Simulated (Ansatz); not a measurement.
Start from ZnO in the wurtzite structure (space group P6_3mc, No. 186; a = 3.230 Å, c = 5.215 Å).

Calculations: PBEsol (Ansatz, a quantum-chemistry and plane-wave program, PAW, no SOC).

The change: S takes the place of O on all its sites, then cell and atoms are relaxed.

Measured band gap: ZnO 3.6 eV (static lattice; corrected from measurement; as listed in Wei Chen et al., Physical Review Materials (2018)); ZnS 3.91 eV (temperature not stated; as listed in Mehmet Aras, Çetin Kılıç, The Journal of Chemical Physics (2014)).

Task: How well does PBEsol reproduce the measured shift?

Result: With PBEsol the band gap moves by +1.45 eV (0.70 → 2.15) against +0.31 eV measured. The two measured values stand on different bases (one corrected, one not), which blurs small differences.

Stability against distortions was not tested.
